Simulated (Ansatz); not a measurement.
Consider HfN in the rock salt structure (space group Fm-3m, No. 225; a = 4.526 Å; relaxed with 0.1 eV smearing). Axes: x, y, z lie along the cube axes.

Calculations: plane-wave PAW DFT at the r2SCAN level (Ansatz, an electronic-structure program, 500 eV), no SOC.

Now apply this change: the cell is stretched by 3.00 % along z with no lateral relaxation; the atoms relax in the strained cell.

Problem. Predict the stress tensor and what it implies for the stiffness.

Solution. Stress of the strained cell less that of the base (GPa, compression positive):
```
   -3.3     0.0     0.0
    0.0    -3.3     0.0
    0.0     0.0   -15.3
```

Then −Δσ_ii/ε with ε = 0.0300 gives secant stiffness values (nonlinear terms included at this strain): C33 ≈ 509 GPa, C13 ≈ 111 GPa and C23 ≈ 111 GPa.

As a check, the harmonic strain energy −½ V₀ Δσ:ε is 17 meV/atom; the computed energy rise is 18 meV/atom.

Stability against distortions was not tested. The final runs are not spin-polarised.
